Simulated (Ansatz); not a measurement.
A periodic model of amorphous Si12B24N40:

```yaml
crystal:
  lattice:
    - [9.64524, -0.11391, -0.01831]
    - [-0.11391, 9.77218, 0.07102]
    - [-0.01831, 0.07102, 9.70611]
  atoms:
    - { symbol: Si, position: [0.10362, 0.72157, 0.11076] }
    - { symbol: Si, position: [0.29279, 0.02893, 0.35621] }
    - { symbol: Si, position: [0.27146, 0.57905, 0.25744] }
    - { symbol: Si, position: [0.46555, 0.56634, 0.54254] }
    - { symbol: Si, position: [0.76381, 0.04634, 0.23616] }
    - { symbol: Si, position: [0.05995, 0.14664, 0.33574] }
    - { symbol: Si, position: [0.12162, 0.91013, 0.59268] }
    - { symbol: Si, position: [0.66126, 0.30315, 0.26066] }
    - { symbol: Si, position: [0.26794, 0.38241, 0.04093] }
    - { symbol: Si, position: [0.82512, 0.21746, 0.96840] }
    - { symbol: Si, position: [0.77210, 0.50403, 0.50777] }
    - { symbol: Si, position: [0.67913, 0.72016, 0.68294] }
    - { symbol: B, position: [0.94971, 0.06198, 0.81595] }
    - { symbol: B, position: [0.53452, 0.34852, 0.94184] }
    - { symbol: B, position: [0.49845, 0.89434, 0.17094] }
    - { symbol: B, position: [0.29202, 0.92222, 0.83529] }
    - { symbol: B, position: [0.87027, 0.85739, 0.70635] }
    - { symbol: B, position: [0.52888, 0.12933, 0.41200] }
    - { symbol: B, position: [0.34956, 0.28192, 0.27349] }
    - { symbol: B, position: [0.72305, 0.41155, 0.95504] }
    - { symbol: B, position: [0.70682, 0.97696, 0.51562] }
    - { symbol: B, position: [0.99492, 0.48665, 0.98655] }
    - { symbol: B, position: [0.26801, 0.68798, 0.52517] }
    - { symbol: B, position: [0.40934, 0.71709, 0.77085] }
    - { symbol: B, position: [0.61530, 0.63122, 0.93145] }
    - { symbol: B, position: [0.26324, 0.97012, 0.08217] }
    - { symbol: B, position: [0.99660, 0.99716, 0.09218] }
    - { symbol: B, position: [0.91625, 0.40924, 0.36948] }
    - { symbol: B, position: [0.86259, 0.69778, 0.92728] }
    - { symbol: B, position: [0.65229, 0.79805, 0.08294] }
    - { symbol: B, position: [0.04536, 0.64860, 0.41616] }
    - { symbol: B, position: [0.84465, 0.28977, 0.69479] }
    - { symbol: B, position: [0.36562, 0.05809, 0.63221] }
    - { symbol: B, position: [0.36516, 0.15868, 0.88304] }
    - { symbol: B, position: [0.37099, 0.73901, 0.01534] }
    - { symbol: B, position: [0.43509, 0.29315, 0.67091] }
    - { symbol: N, position: [0.75366, 0.41085, 0.35403] }
    - { symbol: N, position: [0.88859, 0.18857, 0.78120] }
    - { symbol: N, position: [0.74131, 0.88584, 0.61403] }
    - { symbol: N, position: [0.93600, 0.55006, 0.44188] }
    - { symbol: N, position: [0.49771, 0.24246, 0.31746] }
    - { symbol: N, position: [0.73217, 0.71142, 0.00162] }
    - { symbol: N, position: [0.98903, 0.94869, 0.71606] }
    - { symbol: N, position: [0.12074, 0.90536, 0.09041] }
    - { symbol: N, position: [0.74057, 0.19959, 0.15229] }
    - { symbol: N, position: [0.30474, 0.03249, 0.94168] }
    - { symbol: N, position: [0.83835, 0.72938, 0.77422] }
    - { symbol: N, position: [0.32996, 0.78637, 0.87457] }
    - { symbol: N, position: [0.99467, 0.29495, 0.37083] }
    - { symbol: N, position: [0.13296, 0.01395, 0.44396] }
    - { symbol: N, position: [0.27509, 0.66358, 0.09526] }
    - { symbol: N, position: [0.39336, 0.29089, 0.95579] }
    - { symbol: N, position: [0.50072, 0.77930, 0.07984] }
    - { symbol: N, position: [0.27142, 0.95462, 0.68657] }
    - { symbol: N, position: [0.66025, 0.27831, 0.91282] }
    - { symbol: N, position: [0.34371, 0.61226, 0.41502] }
    - { symbol: N, position: [0.78834, 0.39620, 0.64109] }
    - { symbol: N, position: [0.40553, 0.16497, 0.73353] }
    - { symbol: N, position: [0.98788, 0.64519, 0.99177] }
    - { symbol: N, position: [0.93071, 0.05842, 0.97190] }
    - { symbol: N, position: [0.45162, 0.40347, 0.59997] }
    - { symbol: N, position: [0.67368, 0.06714, 0.41230] }
    - { symbol: N, position: [0.32434, 0.41626, 0.20623] }
    - { symbol: N, position: [0.64283, 0.62090, 0.54016] }
    - { symbol: N, position: [0.36422, 0.95480, 0.20481] }
    - { symbol: N, position: [0.10588, 0.64530, 0.27660] }
    - { symbol: N, position: [0.23984, 0.18012, 0.27857] }
    - { symbol: N, position: [0.37163, 0.68455, 0.63529] }
    - { symbol: N, position: [0.55488, 0.68944, 0.80613] }
    - { symbol: N, position: [0.12089, 0.41859, 0.97778] }
    - { symbol: N, position: [0.41602, 0.06006, 0.48843] }
    - { symbol: N, position: [0.12673, 0.73899, 0.52337] }
    - { symbol: N, position: [0.86683, 0.40169, 0.98393] }
    - { symbol: N, position: [0.94337, 0.03228, 0.23135] }
    - { symbol: N, position: [0.59458, 0.49006, 0.97295] }
    - { symbol: N, position: [0.65699, 0.91321, 0.18183] }
```

Methods: PBE, scalar-relativistic without spin-orbit coupling (Ansatz, an electronic-structure program); r2SCAN, scalar-relativistic without spin-orbit coupling (Ansatz); HSE06, scalar-relativistic without spin-orbit coupling (Ansatz). Neutral PBE cell, which sets geometry, pressure and energy: sampling: a 2×2×2 Γ-centred mesh; Fermi-Dirac width 0.02 eV; no spin polarisation. Exact exchange is cut at the faces of this 10 Å cell, which leaves hybrid gaps a finite-size error.

A CHGNet melt-quench gave the starting glass, which DFT then relaxed. N atoms were pushed apart under 1.9 Å during the dynamics, to hinder bonds among them. The hot cell started wider than the set density and was brought back towards it in steps. It is the lowest in DFT energy of 2 quenches. It is a model cell: composition and starting density were chosen by hand, and all elements were melted together. No dispersion term was used. Its density started from a set value of 2.10 and ended at 2.10 g/cm³. Cooling (nominally 500 K/ps over its main leg) ran many orders faster than in experiment, which tends to leave more defects and strain. A cell of this size samples the disorder only roughly. The volume was held where the preparation left it and the shape relaxed.

**Question.** Give the pressure, the energy against reference phases and the spacing of the highest filled and lowest empty levels.

**Answer.** 
* **Pressure on a 2×2×2 Γ-centred mesh**: -3.91 GPa
* **Largest force and stress component on that mesh (the relaxation ran on the zone centre alone)**: 0.07 eV/Å and 4.0 GPa
* **Energy relative to bulk hexagonal BN (AA') + beta Si3N4 (lowest mix at this level among the phases computed, not always the ambient ones)**: 0.523 eV/atom
* **Level gap on a 2×2×2 Γ-centred mesh (PBE)**: 2.13 eV
* **Level gap at the zone centre (PBE)**: 2.14 eV
* **Level gap at the zone centre (r2SCAN)**: 2.53 eV
* **Level gap at the zone centre (HSE06)**: 3.35 eV
* **Distance between the nearest levels spread over more than a fifth of the atoms or a third of the atoms of their main element (six at least) (PBE, zone centre)**: 2.29 eV

**Question.** At PBE and the zone centre, how localised are the states just below and above the Fermi level (participation number: the atoms over which a state spreads)?

**Answer.** The highest filled state is spread over 2.8 atoms' worth, largest on N49, with weights by element (charge in smoothed Voronoi cells) N 0.87, B 0.07, Si 0.06. The lowest empty state is spread over 7.0 atoms' worth, largest on Si8, with weights by element (charge in smoothed Voronoi cells) Si 0.40, N 0.37, B 0.23.

At PBE the levels at the filled edge of the gap are localised (band-tail or defect states).

Bonds are counted up to Si-Si 2.60 Å, Si-B 2.28 Å, Si-N 2.14 Å, B-B 1.97 Å, B-N 1.76 Å, N-N 1.70 Å. Two cations that share two anions don't count as bonded, nor two that share one unless they lie closer than Si-Si 2.38 Å, Si-B 2.09 Å, B-B 1.80 Å.

A PBE run started with 1 μB on atoms that lack a bond or may hold spare charge lost its moments; other starts weren't tried.
